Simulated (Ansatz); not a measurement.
Checking a run of Ansatz (a program for electronic structure) on Li2In (Cmcm, 6 atoms in the cell). The aim is a self-consistent single point with DFT, LDA (PW92), plane waves, default PAW files made with PBE.

Cell that was meant: a = 5.4815 Å, b = 5.4815 Å, c = 4.6215 Å, α = 90.00°, β = 90.00°, γ = 129.98°.

Part of the input:

Ansatz 0.2 input:
```yaml
    - [2.317537, 4.967475, 0.000000]
    - [0.000000, 0.000000, 4.621484]
  atoms:
    - { symbol: Li, position: [2.317537, 2.556759, 3.466113] }
    - { symbol: Li, position: [2.317537, -2.556759, 1.155371] }
    - { symbol: Li, position: [2.317537, -0.888681, 3.466113] }
    - { symbol: Li, position: [2.317537, 0.888681, 1.155371] }
    - { symbol: In, position: [2.317537, -4.100055, 3.466113] }
    - { symbol: In, position: [2.317537, 4.100055, 1.155371] }
kpoints:
  mp_grid:
    grid: [5, 5, 5]
```

Log, with long lists cut:

```
WARN basis.ecutwfc = 420 eV, the default
WARN ansatz: RAYON_NUM_THREADS=1 ignored (pool sized by the plan → 1); use --threads N
   [... lines left out ...]
Space group: P-1 (ITA 2), of the structure as read, at distance tolerance 4.7e-5 Å
k-points: 63 of 125
PAW frozen core: In, regenerated for the run's functional, and the local potential with it
Initial density: superposition of atomic densities (neutral atoms: chi_scale 0, normalization atom), corrected by the library's trained network
Initial wavefunctions: pseudopotential atomic-orbital guess
Eigensolver: davidson
Functional: x = slater, c = lda
SCF iter   1: F=—  HF=-11660.703472 eV  |F-HF|=—  |Δ(HF+E_count)|=         —  Δρ=8.31e-2  dr2=1.25e1  ethr=1.77e-3  ⟨swp⟩=15.6  Hψ=14414  notcnv=0
all-band conjugate gradients solve this SCF's bands
preconditioner: auto → LDOS
SCF iter   2: F=—  HF=-11658.396824 eV  |F-HF|=—  |Δ(HF+E_count)|=    2.31e0  Δρ=5.06e-2  dr2=4.22e0  ethr=1.77e-3  ⟨swp⟩=6.5  Hψ=5563  notcnv=0  defer=70
   [... lines left out ...]
SCF iter   8: F=—  HF=-11657.156406 eV  |F-HF|=—  |Δ(HF+E_count)|=   1.24e-5  Δρ=4.50e-5  dr2=2.41e-6  ethr=1.37e-7  ⟨swp⟩=2.8  Hψ=2727  notcnv=0  defer=76
SCF iter   9: F=—  HF=-11657.156406 eV  |F-HF|=—  |Δ(HF+E_count)|=   1.73e-7  Δρ=1.63e-5  dr2=4.72e-7  ethr=6.35e-9  ⟨swp⟩=3.1  Hψ=2810  notcnv=0  defer=76
SCF iter  10: F=-11657.156406 eV  HF=-11657.156406 eV  |F-HF|=1.30e-9  |Δ(HF+E_count)|=   5.55e-8  Δρ=3.84e-6  dr2=2.30e-8  ethr=2.63e-10  ⟨swp⟩=21.3  Hψ=11747  notcnv=0
SCF 1 converged in 10 iterations: F = -11657.156406 eV  dr2 = 2.30e-8
Free energy (F): -11657.156406 eV
Internal energy: -11657.145732 eV  (E = F + TS)
E sigma→0 (E₀):  -11657.151069 eV
Entropy (-TS):   -0.010674 eV (-1.779 meV/atom)
Fermi energy:    6.201481 eV
--- Forces (eV/Å), atoms counted from 1 ---
  atom   1  Li    -1.89457101    -4.22638626     4.24977109
  atom   2  Li     1.89457101     4.22638626    -4.24977109
  atom   3  Li    22.43458397    48.32183876    23.66790248
  atom   4  Li   -22.43458397   -48.32183876   -23.66790248
  atom   5  In   -28.85177995   -61.96601354    51.50396158
  atom   6  In    28.85177995    61.96601354   -51.50396158
--- Stress (GPa, compression-positive) ---
       44.493423     101.224509     -17.272856
      101.224506     216.199372     -37.124011
      -17.272848     -37.123996     160.846807
  P = ⅓ Tr σ = 140.5132 GPa (1405.132 kbar)
  The stress holds the Pulay correction. Without it, at fixed plane waves, as pw.x and ABINIT print it: P = 139.3545 GPa
```

Q: Is anything amiss in this input, and did it matter?

A: The run is not sound. The fault is fractional and Cartesian coordinates mixed up. Numbers meant as fractions of the cell vectors were read as lengths, or the reverse, so the atoms sit in the wrong places. To fix it, make label and numbers agree, by changing either. The run converged in 10 iterations without an error; against the sound input the free energy goes up by 11.0 eV/atom, the pressure goes from -1.29 to 140.5 GPa and the largest force goes from 0.115 to 85.59 eV/Å.

An input that runs soundly differs in these lines (not the only fix; some lines may just follow from the change or write a value another way):
```diff
-    - { symbol: Li, position: [2.317537, 2.556759, 3.466113] }
-    - { symbol: Li, position: [2.317537, -2.556759, 1.155371] }
-    - { symbol: Li, position: [2.317537, -0.888681, 3.466113] }
-    - { symbol: Li, position: [2.317537, 0.888681, 1.155371] }
-    - { symbol: In, position: [2.317537, -4.100055, 3.466113] }
-    - { symbol: In, position: [2.317537, 4.100055, 1.155371] }
+    - { symbol: Li, position: [0.242650, 0.757350, 0.750000] }
+    - { symbol: Li, position: [0.757350, 0.242650, 0.250000] }
+    - { symbol: Li, position: [0.589450, 0.410550, 0.750000] }
+    - { symbol: Li, position: [0.410550, 0.589450, 0.250000] }
+    - { symbol: In, position: [0.912690, 0.087310, 0.750000] }
+    - { symbol: In, position: [0.087310, 0.912690, 0.250000] }
```

With that input, the run converged in 7 iterations: free energy E − TS (on the zero of these files) -11723.0107 eV; Fermi level (on the code's own zero) 6.00 eV; pressure -1.29 GPa; largest force (vector length) 0.115 eV/Å (DFT, LDA (PW92), plane waves, default PAW files made with PBE).

On the sound input: the starting cell comes from a database of computed structures (which also holds hypothetical and non-ambient phases and stackings), without a prior relaxation at this level. Its lattice was rescaled by a random factor within 2.5 % of one. Ansatz's pressure includes its estimate of the finite-basis (Pulay) stress.
